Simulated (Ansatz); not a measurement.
## Input and output of a self-consistent single point for Zr2Au (I4mm, 3 atoms in the cell) (Ansatz)

Level of theory: PBEsol, default PAW files made with PBE (plane waves; Ansatz, a quantum-chemistry and plane-wave program).

This input was run:

Ansatz 0.2 input:
```yaml
# Zr2Au
crystal:
  lattice:
    - [-1.655131, 1.655131, 5.842951]
    - [1.655131, -1.655131, 5.842951]
    - [1.655131, 1.655131, -5.842951]
  atoms:
    - { symbol: Zr, position: [0.663979, 0.663979, 0.000000] }
    - { symbol: Zr, position: [0.340300, 0.340300, 0.000000] }
    - { symbol: Au, position: [0.000000, 0.000000, 0.000000] }
basis:
  ecutwfc: 420.0
kpoints:
  mp_grid: { grid: [12, 12, 12] }
hamiltonian:
  xc: pbesol
  pseudopotentials: { kind: paw }
scf:
  occupations: { method: fermi_dirac, width: 0.1 }
output:
  forces: true
  eigenvalues: true
  stress: true
```

Output (repeated stretches shortened):

```
WARN ansatz: RAYON_NUM_THREADS=1 ignored (pool sized by the plan → 1); use --threads N
basis.fft_grid_basis auto: the FFT boxes are laid along the combinations [[1, 0, 1], [0, 1, 1], [0, 0, 1]] of the cell's own vectors, 3.310, 3.310 and 6.294 Å …
Pseudopotentials: kind: paw
Pseudopotential: Zr, paw, valence charge 12
Pseudopotential: Au, paw, valence charge 19
Crystal: 3 atoms, lattice volume = 64.026 Å³
Basis set: ecut = 420 eV, 1263 PW (Γ), FFT grids on a1+a3, a2+a3, a3, exchange–correlation on 48×48×90 points (8 copies of the dense FFT grid, shifted against one another)
Bands: 26, of which v1, the nominal top of the filled ones, is band 22 counted from 1 (21 counted from 0)
Symmetry: 8 space group operations
Space group: I4mm (ITA 107), of the structure as read, at distance tolerance 4.0e-5 Å
k-points: 163 of 1728 (time reversal used)
PAW frozen core: Zr, regenerated for the run's functional, and the local potential with it
PAW frozen core: Au, regenerated for the run's functional, and the local potential with it
Initial density: superposition of atomic densities (neutral atoms: chi_scale 0, normalization atom), corrected by the library's trained network
Initial wavefunctions: pseudopotential atomic-orbital guess
Eigensolver: davidson
Functional: x = pbesol(κ = 0.804, μ = 0.12345679012345678), c = pbesol(β = 0.046)
SCF iter   1: F=—  HF=-21265.658854 eV  |F-HF|=—  |Δ(HF+E_count)|=         —  Δρ=5.66e-3  dr2=2.43e-2  ethr=1.77e-3  ⟨swp⟩=3.7  Hψ=14442  notcnv=0
all-band conjugate gradients solve this SCF's bands
preconditioner: auto → Kerker (q_TF=auto, 2.553 Å⁻¹)
SCF iter   2: F=—  HF=-21265.657045 eV  |F-HF|=—  |Δ(HF+E_count)|=   1.81e-3  Δρ=3.20e-3  dr2=1.06e-2  ethr=5.64e-5  ⟨swp⟩=1.0  Hψ=5546  notcnv=0
SCF iter   3: F=—  HF=-21265.655375 eV  |F-HF|=—  |Δ(HF+E_count)|=   1.67e-3  Δρ=6.45e-4  dr2=4.67e-4  ethr=2.48e-5  ⟨swp⟩=2.0  Hψ=4883  notcnv=0
SCF iter   4: F=—  HF=-21265.655292 eV  |F-HF|=—  |Δ(HF+E_count)|=   8.35e-5  Δρ=2.30e-4  dr2=3.60e-5  ethr=1.09e-6  ⟨swp⟩=2.0  Hψ=5745  notcnv=0
SCF iter   5: F=—  HF=-21265.655281 eV  |F-HF|=—  |Δ(HF+E_count)|=   1.03e-5  Δρ=4.29e-5  dr2=1.47e-6  ethr=8.37e-8  ⟨swp⟩=3.0  Hψ=6876  notcnv=0
SCF iter   6: F=-21265.655281 eV  HF=-21265.655281 eV  |F-HF|=2.17e-8  |Δ(HF+E_count)|=   2.59e-7  Δρ=9.79e-6  dr2=6.50e-8  ethr=2.33e-10  ⟨swp⟩=3.1  Hψ=17210  notcnv=0
SCF 1 converged in 6 iterations: F = -21265.655281 eV  dr2 = 6.50e-8
SCF converged after 6 iterations
Free energy (F): -21265.655281 eV
Harris-Foulkes:  -21265.655281 eV  (|F-HF|=2.17e-8)
Internal energy: -21265.596907 eV  (E = F + TS)
E sigma→0 (E₀):  -21265.626094 eV
Entropy (-TS):   -0.058374 eV (-19.458 meV/atom)
Fermi energy:    15.677120 eV
--- Per-component energies (eV) ---
  E_band       = -470.930891
  E_kinetic    = 1267.585548
  E_local      = -3536.674995  (includes V_loc(G=0)·N_el)
  E_nonlocal   = 237.580125
  E_hartree    = 1370.546896
  E_xc         = -547.571183
  E_vxc        = -655.344965  (∫ρ·V_xc dr)
  E_paw        = -15364.346579  (= ΣΔE_a)
  E_vpaw       = -525.164949  (= ΣTr[D̂ρ^β])
  E_aug_tail   = 0.001420  (compensation charges beyond the density's cutoff)
  E_ewald      = -4693.359059
  E_core_change = 0.640920  (= ΣΔE_core)
  E_smearing   = -0.058374  (= −TS)
  E_closure    = -0.000000  (closes the sum)
  Σ components = -21265.655281   (vs F -21265.655281, Δ=0.00e0)
--- Forces (eV/Å), atoms counted from 1 ---
  atom   1  Zr     0.00000000     0.00000000    -0.40050394
  atom   2  Zr    -0.00000000     0.00000000     0.35127203
  atom   3  Au     0.00000000     0.00000000     0.04913314
  max |Σ_I F_I| component: 9.88e-5 eV/Å
--- Stress (GPa, compression-positive) ---
       -4.916108       0.000000       0.000000
        0.000000      -4.916108       0.000000
        0.000000       0.000000      -4.714234
  P = ⅓ Tr σ = -4.8488 GPa (-48.488 kbar)
  The stress holds the Pulay correction. Without it, at fixed plane waves, as pw.x and ABINIT print it: P = -4.8741 GPa
--- Band table (eV; the first three rows and the last of 163) ---
  k-point 0: bands = ["-90.5209", "-41.8844", "-41.8844", "-41.8531", "-33.2893", "-33.1587", "-11.5666", "-11.2116", "-11.2116", "-11.0321", "-10.9596", "-10.9596", "8.1185", "9.9478", "10.2516", "11.1928", "11.1928", "11.5817", "12.5273", [...]
  k-point 1: bands = ["-90.5209", "-41.8858", "-41.8857", "-41.8528", "-33.2807", "-33.1587", "-11.5571", "-11.2509", "-11.2400", "-11.0055", "-10.9958", "-10.9781", "8.3674", "10.0428", "10.3566", "11.1003", "11.1138", "11.4816", "12.8186", [...]
  k-point 2: bands = ["-90.5207", "-41.8893", "-41.8892", "-41.8521", "-33.2574", "-33.1587", "-11.5378", "-11.3167", "-11.3146", "-11.0849", "-11.0282", "-10.9754", "9.0575", "10.3239", "10.6114", "10.8948", "10.9288", "11.1983", "13.5210", [...]
  k-point 162: bands = ["-90.5209", "-41.8844", "-41.8844", "-41.8531", "-33.2852", "-33.1628", "-11.5029", "-11.2130", "-11.2130", "-11.1020", "-10.9581", "-10.9581", "8.7316", "9.8983", "10.2643", "11.0287", "11.1904", "11.1904", "11.5865", [...]
```

The run converged in 6 iterations.

The starting cell comes from a database of computed structures (which also holds hypothetical and non-ambient phases and stackings), without a prior relaxation at this level. Its lattice was rescaled by up to half a per cent. One atom was moved a little off its site on purpose. Spin-orbit coupling is off. With a pressure of about -5 GPa the cell is away from its equilibrium volume at this level. Ansatz's pressure includes its estimate of the finite-basis (Pulay) stress.
